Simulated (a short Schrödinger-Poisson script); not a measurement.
Structure: MOS inversion layer, SiO2 on p-type GaAs, at 400 K.

```csv
layer,material,thickness (nm),Na (cm⁻³)
1,SiO2,2.8,-
2,GaAs,330,2.3e18
```

Constants are typed, rounded textbook-type inputs, not results; the design itself was drawn at random and stands for no fabricated device. SiO2: permittivity 3.9, conduction-band edge (eV) 3.17, gap (eV) 9, electron mass (mₑ) 0.5. GaAs: permittivity 12.9, conduction-band edge (eV) 0, gap (eV) 1.424, Nv at 300 K (cm⁻³) 9e18.

Channel valleys (confinement mass, in-plane density-of-states mass, number): Γ 0.067, 0.067, 1. At the gate the conduction-band edge of layer 1 lies 3.45 eV − eVg above the Fermi level of the channel; the field vanishes at the back. Gaps are held at their typed values at every temperature. Mesh 0.03 nm at interfaces.

From a short Schrödinger-Poisson script (our own, NumPy): 1D Poisson equation in equilibrium, electrons quantum, Hartree (BenDaniel-Duke, 12 states a valley, the channel's in-plane mass for all, wave functions ending at the dielectric), parabolic valleys, classical holes, full ionisation, no traps, pinning or gate leakage.

The same stack at other levels of the model or other numerical settings:

```json
[
 {"run": "base", "sheet density of all electrons at Vg = 2.6 V (cm⁻²)": "4.50e12", "sheet density of all electrons at Vg = 1.4 V (cm⁻²)": "2.92e9", "capacitance at Vg = 2.6 V (μF/cm²)": "0.842", "centroid of the channel electrons at Vg = 2.6 V (nm)": "2.60", "rough cost against the base": "about 1"},
 {"run": "electrons treated as classical, Boltzmann", "sheet density of all electrons at Vg = 2.6 V (cm⁻²)": "9.07e12", "sheet density of all electrons at Vg = 1.4 V (cm⁻²)": "7.83e11", "capacitance at Vg = 2.6 V (μF/cm²)": "1.18", "centroid of the channel electrons at Vg = 2.6 V (nm)": "[?]", "rough cost against the base": "0.06"},
 {"run": "electrons treated as classical, Fermi-Dirac", "sheet density of all electrons at Vg = 2.6 V (cm⁻²)": "5.70e12", "sheet density of all electrons at Vg = 1.4 V (cm⁻²)": "4.10e11", "capacitance at Vg = 2.6 V (μF/cm²)": "[?]", "centroid of the channel electrons at Vg = 2.6 V (nm)": "1.32", "rough cost against the base": "0.3"},
 {"run": "electrons treated as quantum, Hartree plus LDA exchange-correlation", "sheet density of all electrons at Vg = 2.6 V (cm⁻²)": "4.67e12", "sheet density of all electrons at Vg = 1.4 V (cm⁻²)": "[?]", "capacitance at Vg = 2.6 V (μF/cm²)": "0.850", "centroid of the channel electrons at Vg = 2.6 V (nm)": "2.58", "rough cost against the base": "1"},
 {"run": "mesh six times as coarse", "sheet density of all electrons at Vg = 2.6 V (cm⁻²)": "4.51e12", "sheet density of all electrons at Vg = 1.4 V (cm⁻²)": "2.93e9", "capacitance at Vg = 2.6 V (μF/cm²)": "0.842", "centroid of the channel electrons at Vg = 2.6 V (nm)": "2.60", "rough cost against the base": "0.3"},
 {"run": "one subband a valley", "sheet density of all electrons at Vg = 2.6 V (cm⁻²)": "4.50e12", "sheet density of all electrons at Vg = 1.4 V (cm⁻²)": "2.92e9", "capacitance at Vg = 2.6 V (μF/cm²)": "0.841", "centroid of the channel electrons at Vg = 2.6 V (nm)": "2.60", "rough cost against the base": "0.6"}
]
```

Question: What belongs in the gaps?

Answer: 
- electrons treated as classical, Boltzmann, centroid of the channel electrons at Vg = 2.6 V (nm): 0.29
- electrons treated as quantum, Hartree plus LDA exchange-correlation, sheet density of all electrons at Vg = 1.4 V (cm⁻²): 3.14e9
- electrons treated as classical, Fermi-Dirac, capacitance at Vg = 2.6 V (μF/cm²): 0.886

The classical rows ignore confinement, and Boltzmann statistics overrate the density once the band edge passes the Fermi level.

Above a few 1e12 electrons/cm² a light Γ valley is non-parabolic and upper valleys begin to fill, which the model leaves out.
